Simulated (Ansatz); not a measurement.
A self-consistent single point of Re (Fm-3m, 1 atom in the cell) with Ansatz (an electronic-structure program).

Method: PBEsol, default PAW files made with PBE (plane waves; Ansatz).

```
Re
1.0
    0.00000     1.91467     1.91467
    1.91467     0.00000     1.91467
    1.91467     1.91467     0.00000
Re
1
Direct
  0.00000   0.00000   0.00000
```

Reference input (self-consistent single point, DFT, PBEsol, plane waves, default PAW files made with PBE): basis.ecutwfc = 30.9 Ry; kpoints.mp_grid.grid = 15 15 15; hamiltonian.xc = pbesol; hamiltonian.pseudopotentials = {kind: paw} (the program's default PAW files); scf.occupations.method = cold; scf.occupations.width = 0.0147 Ry. This run's input differs from it in these lines:

Ansatz 0.2 input:
```diff
@@ -11,3 +11,3 @@
 kpoints:
-  mp_grid: { grid: [15, 15, 15] }
+  mp_grid: { grid: [16, 16, 16] }
 hamiltonian:
```

The program printed (abridged):

```
SCF iter   1: F=—  HF=-10737.157604 eV  |F-HF|=—  |Δ(HF+E_count)|=         —  Δρ=6.29e-3  dr2=1.10e-3  ethr=1.77e-3  ⟨swp⟩=5.0  Hψ=8752  notcnv=0
all-band conjugate gradients solve this SCF's bands
preconditioner: auto → none
SCF iter   2: F=—  HF=-10737.158051 eV  |F-HF|=—  |Δ(HF+E_count)|=   4.47e-4  S|Δr|=    0.00e0  Δρ=3.17e-3  dr2=2.78e-4  ethr=7.35e-6  ⟨swp⟩=1.7  Hψ=3219  notcnv=0
SCF iter   3: F=—  HF=-10737.158176 eV  |F-HF|=—  |Δ(HF+E_count)|=   1.25e-4  S|Δr|=    0.00e0  Δρ=3.54e-4  dr2=1.20e-5  ethr=1.85e-6  ⟨swp⟩=2.0  Hψ=2520  notcnv=0
SCF iter   4: F=—  HF=-10737.158170 eV  |F-HF|=—  |Δ(HF+E_count)|=   6.69e-6  S|Δr|=    0.00e0  Δρ=1.04e-4  dr2=6.35e-7  ethr=7.98e-8  ⟨swp⟩=2.8  Hψ=2790  notcnv=0
SCF iter   5: F=-10737.158169 eV  HF=-10737.158169 eV  |F-HF|=5.04e-9  |Δ(HF+E_count)|=   2.42e-7  S|Δr|=    0.00e0  Δρ=1.50e-5  dr2=1.17e-8  ethr=6.67e-10  ⟨swp⟩=5.4  Hψ=8107  notcnv=0
SCF 1 converged in 5 iterations: F = -10737.158169 eV  dr2 = 1.17e-8
Stability not checked (fill_not_monotonic)
Free energy (F): -10737.158169 eV
Internal energy: -10737.159793 eV  (E = F + TS)
E sigma→0 (E₀):  -10737.158711 eV
Entropy (-TS):   0.001624 eV (1.624 meV/atom)
Fermi energy:    25.420502 eV
--- Forces (eV/Å), atoms counted from 1 ---
  atom   1  Re    -0.00000000    -0.00000000    -0.00000000
--- Stress (GPa, compression-positive) ---
       16.888652       0.000000      -0.000000
        0.000000      16.888652      -0.000000
       -0.000000      -0.000000      16.888652
  P = ⅓ Tr σ = 16.8887 GPa (168.887 kbar)
  The stress holds the Pulay correction. Without it, at fixed plane waves, as pw.x and ABINIT print it: P = 16.7241 GPa
```

The run converged in 5 iterations. Against the reference run the free energy drops by 6.6 meV/atom and the pressure hardly changes (16.87 to 16.89 GPa).

The starting cell was generated: these elements placed on a structure prototype, without a prior relaxation; it need not be a known phase or ordering of this composition. Its lattice was rescaled by a random factor within 2.5 % of one. Spin polarisation is off. With a pressure of about 17 GPa the cell is away from its equilibrium volume at this level. Ansatz's pressure includes its estimate of the finite-basis (Pulay) stress.
